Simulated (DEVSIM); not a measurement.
Structure: isotype n-n heterojunction GaP/Si, at 300 K.

```
layer (left to right)  material  thickness (μm)  Nd (cm⁻³)  τn (s)  τp (s)
---------------------  --------  --------------  ---------  ------  ------
1                           GaP           0.100     2.3e16  1.9e-7  1.9e-7
2                            Si           0.210     2.1e15  1.9e-7  1.9e-7
```

Left contact: ohmic. Right contact: ohmic. Voltage is applied to the left contact. Recombination: SRH at mid-gap, radiative, Auger. Mobility is constant in doping.

The device is made up for the run: typed textbook-type constants, with dimensions and the other settings drawn at random. Values at 300 K.

```
parameter         GaP       Si
-------------  ------  -------
gap (eV)         2.26    1.124
affinity (eV)     3.8     4.05
permittivity     11.1     11.7
Nc (cm⁻³)      1.8e19  2.86e19
Nv (cm⁻³)      1.9e19   3.1e19
μn (cm²/Vs)       250     1417
μp (cm²/Vs)       150      470
B (cm³/s)       1e-13  4.7e-15
Cn (cm⁶/s)      1e-30  2.8e-31
Cp (cm⁶/s)      1e-30  9.9e-32
```

Simulated with DEVSIM: 1D drift-diffusion, Boltzmann statistics, complete ionisation; no tunnelling, impact ionisation, image-force lowering or self-heating. Band offsets follow the typed affinities; no thermionic-emission limit at abrupt steps, no polarisation charge.

Question: Tabulate band edges, carrier densities and field at 1.15 V on the left contact.

Answer: Energies count from the Fermi level of the right contact; mesh points crowd at the junctions.

```json
[
 {"x (μm)": "0.000", "Ec (eV)": "-0.978", "Ev (eV)": "-3.238", "n (cm⁻³)": "2.3e16", "p (cm⁻³)": "< 1e2", "field (V/cm)": "110000"},
 {"x (μm)": "0.003273", "Ec (eV)": "-0.942", "Ev (eV)": "-3.202", "n (cm⁻³)": "5.8e15", "p (cm⁻³)": "< 1e2", "field (V/cm)": "110000"},
 {"x (μm)": "0.008054", "Ec (eV)": "-0.888", "Ev (eV)": "-3.148", "n (cm⁻³)": "8.5e14", "p (cm⁻³)": "< 1e2", "field (V/cm)": "110000"},
 {"x (μm)": "0.01627", "Ec (eV)": "-0.795", "Ev (eV)": "-3.055", "n (cm⁻³)": "1.5e14", "p (cm⁻³)": "< 1e2", "field (V/cm)": "120000"},
 {"x (μm)": "0.03360", "Ec (eV)": "-0.589", "Ev (eV)": "-2.849", "n (cm⁻³)": "1.2e14", "p (cm⁻³)": "< 1e2", "field (V/cm)": "120000"},
 {"x (μm)": "0.05579", "Ec (eV)": "-0.309", "Ev (eV)": "-2.569", "n (cm⁻³)": "1.1e14", "p (cm⁻³)": "< 1e2", "field (V/cm)": "130000"},
 {"x (μm)": "0.07348", "Ec (eV)": "-0.073", "Ev (eV)": "-2.333", "n (cm⁻³)": "1.1e14", "p (cm⁻³)": "< 1e2", "field (V/cm)": "140000"},
 {"x (μm)": "0.08830", "Ec (eV)": "0.134", "Ev (eV)": "-2.127", "n (cm⁻³)": "1.0e14", "p (cm⁻³)": "< 1e2", "field (V/cm)": "140000"},
 {"x (μm)": "0.09478", "Ec (eV)": "0.227", "Ev (eV)": "-2.034", "n (cm⁻³)": "1.0e14", "p (cm⁻³)": "< 1e2", "field (V/cm)": "140000"},
 {"x (μm)": "0.09855", "Ec (eV)": "0.281", "Ev (eV)": "-1.979", "n (cm⁻³)": "1.0e14", "p (cm⁻³)": "< 1e2", "field (V/cm)": "150000"},
 {"x (μm)": "0.1013", "Ec (eV)": "0.068", "Ev (eV)": "-1.056", "n (cm⁻³)": "1.3e18", "p (cm⁻³)": "< 1e2", "field (V/cm)": "100000"},
 {"x (μm)": "0.1068", "Ec (eV)": "0.106", "Ev (eV)": "-1.018", "n (cm⁻³)": "3.0e17", "p (cm⁻³)": "240", "field (V/cm)": "48000"},
 {"x (μm)": "0.1146", "Ec (eV)": "0.134", "Ev (eV)": "-0.990", "n (cm⁻³)": "1.0e17", "p (cm⁻³)": "720", "field (V/cm)": "27000"},
 {"x (μm)": "0.1263", "Ec (eV)": "0.158", "Ev (eV)": "-0.966", "n (cm⁻³)": "4.0e16", "p (cm⁻³)": "1900", "field (V/cm)": "16000"},
 {"x (μm)": "0.1558", "Ec (eV)": "0.191", "Ev (eV)": "-0.933", "n (cm⁻³)": "1.2e16", "p (cm⁻³)": "6500", "field (V/cm)": "7600"},
 {"x (μm)": "0.1958", "Ec (eV)": "0.213", "Ev (eV)": "-0.911", "n (cm⁻³)": "5.2e15", "p (cm⁻³)": "15000", "field (V/cm)": "4200"},
 {"x (μm)": "0.2375", "Ec (eV)": "0.227", "Ev (eV)": "-0.897", "n (cm⁻³)": "3.3e15", "p (cm⁻³)": "27000", "field (V/cm)": "3000"},
 {"x (μm)": "0.2683", "Ec (eV)": "0.236", "Ev (eV)": "-0.888", "n (cm⁻³)": "2.6e15", "p (cm⁻³)": "37000", "field (V/cm)": "2600"},
 {"x (μm)": "0.2900", "Ec (eV)": "0.241", "Ev (eV)": "-0.883", "n (cm⁻³)": "2.3e15", "p (cm⁻³)": "46000", "field (V/cm)": "2400"},
 {"x (μm)": "0.2999", "Ec (eV)": "0.244", "Ev (eV)": "-0.880", "n (cm⁻³)": "2.2e15", "p (cm⁻³)": "50000", "field (V/cm)": "2400"},
 {"x (μm)": "0.3056", "Ec (eV)": "0.245", "Ev (eV)": "-0.879", "n (cm⁻³)": "2.1e15", "p (cm⁻³)": "53000", "field (V/cm)": "2400"},
 {"x (μm)": "0.3100", "Ec (eV)": "0.246", "Ev (eV)": "-0.878", "n (cm⁻³)": "2.1e15", "p (cm⁻³)": "55000", "field (V/cm)": "2400"}
]
```
